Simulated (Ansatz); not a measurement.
```
CELL_PARAMETERS angstrom
      3.54747     0.00000     0.00000
     -1.77374     3.07220     0.00000
      0.00000     0.00000     5.57681
ATOMIC_POSITIONS crystal
  Hf 0.00000 0.00000 0.00000
  S  0.33333 0.66667 0.26190
  S  0.66667 0.33333 0.73810
```

A single point on HfS2, its geometry relaxed with PBEsol-D3(BJ).

Method: HSE06 (Ansatz, a program for electronic structure), spin-orbit coupling included. k-mesh 8×8×4 (Γ-centred); smearing 0.01 eV (Fermi–Dirac).

Task: Estimate the band gap.

Result: 1.29 eV.

Task: Predict the valence-band top at Γ (three highest Kramers pairs, from the VBM).

Result: 0.00, -0.26, -0.46 eV.

Single points use the geometry relaxed with PBEsol-D3(BJ). HSE06 was sampled on its mesh, a few special points and the semilocal edge points, so its gap is an upper bound. Stability against distortions was not tested. The cell is HfS2 in the CdI2 type structure (space group P-3m1, No. 164; layered, stacked along the Cartesian z axis).
